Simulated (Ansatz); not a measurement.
Start from C in the diamond structure (space group Fd-3m, No. 227).

```
C
1.0
    0.00000     1.76587     1.76587
    1.76587     0.00000     1.76587
    1.76587     1.76587     0.00000
C
2
Direct
  0.00000   0.00000   0.00000
  0.25000   0.25000   0.25000
```

Cartesian axes are those of the cell as printed.

Method: Ansatz (an electronic-structure program), LDA, PAW, cutoff 420 eV, without spin-orbit coupling.

Strains are applied to the cell and any free atomic positions relax.

One change was made to it. Results:

| quantity | base | after |
|---|---|---|
| smallest direct gap | 5.62 eV | 5.33 eV |
| valence-band top at Γ (three highest levels, from the VBM) | 0.00, 0.00, 0.00 eV | 0.00, 0.00, -0.39 eV |

Name the change that was made.
A) uniaxial strain ε_zz = +1.50 %
B) uniaxial strain ε_zz = −3.00 %
C) uniaxial strain ε_zz = +0.50 %
D) uniaxial strain ε_zz = +2.50 %

D, uniaxial strain ε_zz = +2.50 %. For comparison, the valence-band top at Γ in the other runs: uniaxial strain ε_zz = +0.50 % gives 0.00, 0.00, -0.08 eV; uniaxial strain ε_zz = −3.00 % gives 0.00, -0.46, -0.46 eV; uniaxial strain ε_zz = +1.50 % gives 0.00, 0.00, -0.23 eV.

No phonon test of stability was made.
